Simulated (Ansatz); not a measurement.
An Ansatz (a quantum-chemistry and plane-wave program) input (r2SCAN (Ansatz, PAW, without spin-orbit coupling), earlier PAW set):

Ansatz 0.2 input:
```yaml
crystal:
  lattice:
    - [3.2205182609, 0, 0]
    - [-1.6102591305, 2.7890506273, 0]
    - [0, 0, 5.5957477968]
  atoms:
    - { symbol: Ga, position: [0.6666666667, 0.3333333333, 0.9896139337] }
    - { symbol: Ga, position: [0.3333333333, 0.6666666667, 0.4896139337] }
    - { symbol: C, position: [0.6666666667, 0.3333333333, 0.6355860663] }
    - { symbol: C, position: [0.3333333333, 0.6666666667, 0.1355860663] }
basis: { ecutwfc: 500, ecutrho_ratio: 4, xc_grid: 4, fft_grid_basis: typed }
kpoints: { mp_grid: { grid: [17, 17, 9] } }
hamiltonian:
  xc: r2scan
  dispersion: none
  pseudopotentials: { azcp: { folder: ./paw }, kind: paw }
scf: { occupations: { method: fermi_dirac, width: 0.05 }, convergence: { dr2_threshold: 0.0000000004 } }
output: { forces: true, stress: true }
checkpoint: { write: state.ck, write_every: 1000 }
```

Which symmetry and how many k-points will the program report, and about how many plane waves at Γ?

Space group P63mc (ITA 186) with 12 operations, k-points 165 of 2601, and 1287 plane waves at Γ.

Whether these cells are dynamically stable was not tested. The final runs are not spin-polarised. The cell was made from GaN by this change: N → C; the result is a hypothetical phase, not in the database extracts checked.
